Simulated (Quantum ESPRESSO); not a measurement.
A self-consistent single point of TaNiAs (Pnma, 12 atoms in the cell) with Quantum ESPRESSO.

Level of theory: LDA (PZ), PSlibrary PAW (LDA) pseudopotentials (plane waves; Quantum ESPRESSO 7.5).

```xyz
12
Lattice="6.2905 0.0000 0.0000 0.0000 3.7027 0.0000 0.0000 0.0000 7.3017" Properties=species:S:1:pos:R:3 pbc="T T T"
Ta     0.1217     0.9257     4.8298
Ta     6.1688     2.7770     2.4719
Ta     3.0235     2.7770     1.1789
Ta     3.2670     0.9257     6.1227
Ni     0.9896     0.9257     0.5289
Ni     5.3010     2.7770     6.7727
Ni     2.1557     2.7770     4.1798
Ni     4.1348     0.9257     3.1219
As     1.7998     0.9257     2.7468
As     4.4907     2.7770     4.5549
As     1.3455     2.7770     6.3977
As     4.9450     0.9257     0.9040
```

Reference input (self-consistent single point, DFT, LDA (PZ), plane waves, PSlibrary PAW (LDA) pseudopotentials): ecutwfc = 50 Ry; ecutrho = 300 Ry; occupations = smearing; smearing = cold; degauss = 0.0147 Ry; K_POINTS = automatic 4 7 4 0 0 0; conv_thr = 1e-09 Ry; mixing_beta = 0.7. This run's input differs from it in these lines:

```diff
@@ -17,3 +17,3 @@
  smearing = 'cold',
- degauss = 0.0147,
+ degauss = 0.02205,
 /
```

Output (repeated stretches shortened):

```
     Self-consistent Calculation

     iteration #  1     ecut=    50.00 Ry     beta= 0.70

     total energy              =   -4235.59760619 Ry
     estimated scf accuracy    <       3.18506009 Ry

     iteration #  2     ecut=    50.00 Ry     beta= 0.70

     total energy              =   -4225.31330553 Ry
     estimated scf accuracy    <     210.07710649 Ry

     iteration #  3     ecut=    50.00 Ry     beta= 0.70

     total energy              =   -4238.01003063 Ry
     estimated scf accuracy    <       0.56022013 Ry

   [... 9 blocks of this kind left out ...]

     iteration # 13     ecut=    50.00 Ry     beta= 0.70

     total energy              =   -4237.99993863 Ry
     estimated scf accuracy    <          1.6E-09 Ry

     iteration # 14     ecut=    50.00 Ry     beta= 0.70
     End of self-consistent calculation

     the Fermi energy is    16.3527 ev

!    total energy              =   -4237.99993863 Ry
     estimated scf accuracy    <          6.7E-11 Ry
     smearing contrib. (-TS)   =       0.00480053 Ry
     internal energy E=F+TS    =   -4238.00473916 Ry

     convergence has been achieved in  14 iterations

     Forces acting on atoms (cartesian axes, Ry/au):

     atom    1 type  1   force =     0.00014387    0.00000000   -0.00378215
     atom    2 type  1   force =    -0.00014387    0.00000000    0.00378215
     atom    3 type  1   force =    -0.00014387    0.00000000   -0.00378215
     atom    4 type  1   force =     0.00014387   -0.00000000    0.00378215
     atom    5 type  2   force =     0.00526016    0.00000000    0.00230961
   [... lines left out ...]

     Total force =     0.016744     Total SCF correction =     0.000007

          total   stress  (Ry/bohr**3)                   (kbar)     P=     -100.75
  -0.00067662   0.00000000   0.00000000          -99.53        0.00        0.00
   0.00000000  -0.00071641   0.00000000            0.00     -105.39        0.00
   0.00000000   0.00000000  -0.00066168            0.00        0.00      -97.34

   JOB DONE.
```

The run converged in 14 iterations. Against the reference run the free energy rises by 1.1 meV/atom, the pressure moves little (-10.04 to -10.08 GPa) and the largest force goes from 0.137 to 0.148 eV/Å.

The starting cell comes from a database of computed structures (which also holds hypothetical and non-ambient phases and stackings), without a prior relaxation at this level. Spin polarisation is off, so a magnetic state, if there is one, cannot be reached. With a pressure of about -10 GPa the cell is away from its equilibrium volume at this level.

Cost on one core of a shared machine: roughly 9 min.
